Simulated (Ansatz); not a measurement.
We consider quartz-high SiO2 (high-temperature phase), described by LDA (Ansatz, a quantum-chemistry and plane-wave program, PAW).

Numerical settings: plane-wave cutoff 520 eV, 12×12×6 k mesh (along the axes of the cell as run), Fermi–Dirac smearing 0.01 eV, scalar-relativistic PAW data made under PBE.

Energies at three volumes about the minimum:

```
V (Å³/atom)  E − E_lowest (meV/atom)
-----------  -----------------------
13.227                          2.41
13.497                          0.00
13.767                          2.27
```

Q: Fit a parabola by hand: where is the minimum, and what is the bulk modulus?

A: Slopes: (0.00 − 2.41)/(13.497 − 13.227) = -8.926 and (2.27 − 0.00)/(13.767 − 13.497) = 8.407 meV/Å³. Curvature E″ = 2 × (8.407 − (-8.926))/(13.767 − 13.227) = 64.196 meV/Å⁶. From the middle of the first interval, the slope vanishes at V0 = 13.3620 − (-8.926)/64.196 = 13.501 Å³/atom. B = V0 E″ = 13.501 × 64.196 meV/Å³ × 0.1602 GPa per meV/Å³ = 139 GPa. The full Birch–Murnaghan fit to all volumes gives V0 = 13.498 Å³/atom and B0 = 139 GPa.

Shape and atoms are relaxed at each volume.

Measured, for comparison: equilibrium volume per atom 13.23 Å³/atom (temperature not stated, copied from a table, unchecked, not corrected to a static lattice; as tabulated in Zeitschrift fuer Kristallographie (-144,1977) 63, 507 (1926)). Computed less measured: equilibrium volume per atom not scored (unchecked).

Note: symmetry holds this phase in the static calculation, where it need not be a minimum; held by symmetry at 0 K, a high-temperature phase can be a saddle point.
